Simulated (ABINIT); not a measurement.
Worked example: self-consistent single point of TiCo (Pm-3m, 2 atoms in the cell) in ABINIT.

Method: PBE, norm-conserving pseudopotentials (PseudoDojo nc-sr-05 PBE standard) (plane waves; ABINIT).

The change in words: lattice scaled by 0.98. Reference geometry:
```
CELL_PARAMETERS angstrom
      2.95505     0.00000     0.00000
      0.00000     2.95505     0.00000
      0.00000     0.00000     2.95505
ATOMIC_POSITIONS crystal
  Ti 0.00000 0.00000 0.00000
  Co 0.50000 0.50000 0.50000
```
Moments meant for the start (each program seeds them in its own way; μB, in the order of the atoms Ti Co): 1.0 3.0.

Reference input (self-consistent single point, DFT, PBE, plane waves, norm-conserving pseudopotentials (PseudoDojo nc-sr-05 PBE standard)): pseudos = [Ti.upf, Co.upf]; ecut = 48 Ha; ixc = 11; nsppol = 2; occopt = 7; tsmear = 0.00367493 Ha; ngkpt = 8 8 8; nshiftk = 1; shiftk = 0 0 0; potentials = PseudoDojo nc-sr-05 PBE standard; nband = 23; kptopt = 1. This run's input differs from it in these lines:

```diff
@@ -5,5 +5,5 @@
 rprim
-         2.9550540000    0.0000000000    0.0000000000
-         0.0000000000    2.9550540000    0.0000000000
-         0.0000000000    0.0000000000    2.9550540000
+         2.8959530000    0.0000000000    0.0000000000
+         0.0000000000    2.8959530000    0.0000000000
+         0.0000000000    0.0000000000    2.8959530000
 natom 2
```

Output (repeated stretches shortened):

```
--- !BeginCycle
solver: {iscf: 7, nstep: 50, nline: 4, wfoptalg: 0, }
tolerances: {tolvrs: 1.00E-11, }
...

     iter   Etot(hartree)     deltaE(h) residm    vres2    magn
 ETOT  1  -212.15025206951    -2.12E+02 5.65E-01 1.00E+03 1.080
 ETOT  2  -206.14829696227     6.00E+00 4.64E-02 5.86E+04 0.959
 ETOT  3  -212.00825158158    -5.86E+00 6.02E-02 3.58E+03 0.381
 ETOT  4  -212.34689512613    -3.39E-01 1.06E-02 7.13E+02 0.584
 ETOT  5  -212.40254349857    -5.56E-02 6.04E-03 1.40E+02 0.514
   [... 41 lines left out ...]
 ETOT 47  -212.41630749931    -2.52E-06 1.15E-06 1.78E-03 0.656
 ETOT 48  -212.41630485629     2.64E-06 4.94E-07 3.20E-03 0.691
 ETOT 49  -212.41630854310    -3.69E-06 1.03E-06 1.80E-03 0.640
 ETOT 50  -212.41630974627    -1.20E-06 3.19E-07 2.73E-03 0.622

 Cartesian components of stress tensor (hartree/bohr^3)
  sigma(1 1)= -6.09360573E-04  sigma(3 2)=  0.00000000E+00
  sigma(2 2)= -6.09360573E-04  sigma(3 1)=  0.00000000E+00
  sigma(3 3)= -6.09360573E-04  sigma(2 1)=  0.00000000E+00
 scprqt:  WARNING -
  nstep=   50 was not enough SCF cycles to converge;
  potential residual=  2.734E-03 exceeds tolvrs=  1.000E-11

 Integrated electronic and magnetization densities in atomic spheres:
 Radius=ratsph(iatom), smearing ratsm=  0.0000. Diff(up-dn)=approximate z local magnetic moment.
 Atom    Radius    up_density   dn_density  Total(up+dn)  Diff(up-dn)
   [... lines left out ...]
 Total magnetization (from the atomic spheres):             0.665394
 Total magnetization (exact up - dn):                       0.622302
 Fermi (or HOMO) energy (hartree) =   0.48615   Average Vxc (hartree)=  -0.49535
   [... lines left out ...]
 prteigrs : prtvol=0 or 1, do not print more k-points.

--- !EnergyTerms
kinetic             :  9.12575302946418E+01
hartree             :  5.16035396395182E+01
xc                  : -3.68322420806666E+01
Ewald energy        : -1.42140080221666E+02
psp_core            :  5.91469294160791E+00
local_psp           : -1.64121300637278E+02
non_local_psp       : -1.80978517040931E+01
internal            : -2.12415711767936E+02
'-kT*entropy'       : -5.97978337592166E-04
total_energy        : -2.12416309746273E+02
total_energy_eV     : -5.78014174263050E+03
band_energy         : -1.86187574041856E+01
...

-Cartesian components of stress tensor (GPa)         [Pressure=  1.7928E+01 GPa]
- sigma(1 1)= -1.79280040E+01  sigma(3 2)=  0.00000000E+00
- sigma(2 2)= -1.79280040E+01  sigma(3 1)=  0.00000000E+00
- sigma(3 3)= -1.79280040E+01  sigma(2 1)=  0.00000000E+00

 Calculation completed.
```

The run ended unconverged after 50 iterations. 

The starting cell comes from a database of computed structures (which also holds hypothetical and non-ambient phases and stackings), without a prior relaxation at this level. Its lattice was rescaled by a random factor within 2.5 % of one. For this run, on top of that: lattice scaled by 0.98.

Cost on one core of a shared machine: roughly 20 min.
